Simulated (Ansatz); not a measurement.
## CdSe: pressure series

The parent structure is CdSe in the zinc blende structure (space group F-43m, No. 216; a = 6.196 Å).

Cell and atoms are relaxed at each pressure.

Calculations: PBE (Ansatz, an electronic-structure program, PAW, scalar-relativistic without spin-orbit coupling).

| P (GPa) | V (Å³/atom) |
|---|---|
| -2.01 | 31.275 |
| -1.01 | 30.452 |
| 0.89 | 29.174 |
| 2.10 | 28.496 |
| 4.50 | 27.370 |
| 8.99 | 25.756 |
| 15.00 | 24.180 |
| 22.48 | 22.734 |
| 30.00 | 21.622 |

A third-order Birch–Murnaghan fit to these points gives V₀ = 29.73 Å³/atom, B₀ = 45 GPa and B₀′ = 4.6. At pressure 30 GPa the volume is 72.7 % of V₀.

Between the base and pressure 4.5 GPa the gap moves from 0.49 eV to 0.66 eV, a mean slope of 38 meV/GPa.

Load acts through the strain it causes; cell and atoms are relaxed under it. Whether these cells are dynamically stable was not tested. Tetrahedral semiconductors of this kind turn to denser phases somewhere between about 1 and 50 GPa; those were not computed, so compressed cells here can lie past the real transition.
